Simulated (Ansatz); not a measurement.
Base system: HfN in the rock salt structure (space group Fm-3m, No. 225; a = 4.502 Å).

Structures relaxed with PBEsol (Ansatz, an electronic-structure program, PAW, no spin-orbit coupling).

Base:

Simulated powder pattern, Cu Kα1, λ = 1.54056 Å (kinematic, ideal powder, no thermal factors, no anomalous dispersion; the 14 strongest lines at most, above 2 %, up to 2θ = 90°):

| 2θ (°) | I/Imax (%) | hkl |
|---|---|---|
| 34.48 | 100 | (111) |
| 40.02 | 68 | (200) |
| 57.89 | 46 | (220) |
| 69.15 | 44 | (311) |
| 72.70 | 16 | (222) |
| 86.38 | 7.7 | (400) |

Now apply this change: every Hf is replaced by Ti; the structure is relaxed again.

After the change:

Simulated powder pattern, Cu Kα1, λ = 1.54056 Å (kinematic, ideal powder, no thermal factors, no anomalous dispersion; the 14 strongest lines at most, above 2 %, up to 2θ = 90°):

```json
[
 {"2θ (°)": "37.01", "d (Å)": "2.427", "I/Imax (%)": "68", "hkl": "(111)"},
 {"2θ (°)": "42.99", "d (Å)": "2.102", "I/Imax (%)": "100", "hkl": "(200)"},
 {"2θ (°)": "62.43", "d (Å)": "1.486", "I/Imax (%)": "55", "hkl": "(220)"},
 {"2θ (°)": "74.85", "d (Å)": "1.268", "I/Imax (%)": "24", "hkl": "(311)"},
 {"2θ (°)": "78.80", "d (Å)": "1.214", "I/Imax (%)": "17", "hkl": "(222)"}
]
```

The indices refer to each structure's own conventional cell; one index is shown for lines that coincide.

Whether these cells are dynamically stable was not tested. All final runs are without spin polarisation. An odd electron count without spin: TiN and HfN.
